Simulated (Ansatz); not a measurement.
Start from SiC in the wurtzite structure (space group P6_3mc, No. 186; a = 3.0760 Å, c = 5.0478 Å). Axes: x lies along a and z along c of the hexagonal cell.

Computed with DFT with PBEsol, PAW potentials and a 420 eV plane-wave cutoff in Ansatz (a first-principles code), without spin-orbit coupling.

Now apply this change: an isotropic linear strain of −0.60 %; the atoms relax in the strained cell.

Problem. Predict the stress tensor and what it implies for the stiffness.

Solution. Stress of the strained cell less that of the base (GPa, compression positive):
```
   4.19    0.00    0.00
   0.00    4.19    0.00
   0.00    0.00    4.09
```

Then B = −ΔP/(ΔV/V₀) with ΔV/V₀ = -0.0179 gives secant stiffness values (nonlinear terms included at this strain): B (at held cell shape, above the free-shape value) ≈ 232 GPa.

Stability against distortions was not tested.
